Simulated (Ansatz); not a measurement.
CoBi3 (model structure, started from the Cu3Au type, Pm-3m, No. 221, 4 atoms in the cell) was calculated with PBE in Ansatz (PAW).

Run with plane-wave cutoff 520 eV, spin-polarised with parallel moments, scalar-relativistic PAW data made under PBE.

Cell (relaxed at this level):

```xyz
4
Lattice="4.7487 0.0000 0.0000 0.0000 4.7487 0.0000 0.0000 0.0000 4.7487" Properties=species:S:1:pos:R:3 pbc="T T T"
Bi     0.0000     2.3744     2.3744
Bi     2.3744     2.3744     0.0000
Bi     2.3744     0.0000     2.3744
Co     0.0000     0.0000     0.0000
```
Starting moments (μB, in the order of the record's atoms Bi Bi Bi Co): 0.0 0.0 0.0 3.0.

Task: What does this level give for the bulk modulus?

Result: 
- bulk modulus = 53.6 GPa

Note: the magnetic order was assumed, not searched for or taken from measurement; the bulk modulus is −V dP/dV from two relaxed cells at ±2 % in volume; the relaxation could raise the start's symmetry but not lower it, so the cell can be a saddle point.

Spin–orbit coupling is not included; it can shift volumes and moduli of such heavy elements.

Static lattice: no zero-point or thermal effects.

A model structure was made by putting elements into a prototype or built by hand; it is no filed structure, need not be a known phase, and can be a saddle point held by its symmetry.

Ansatz is an electronic-structure program.
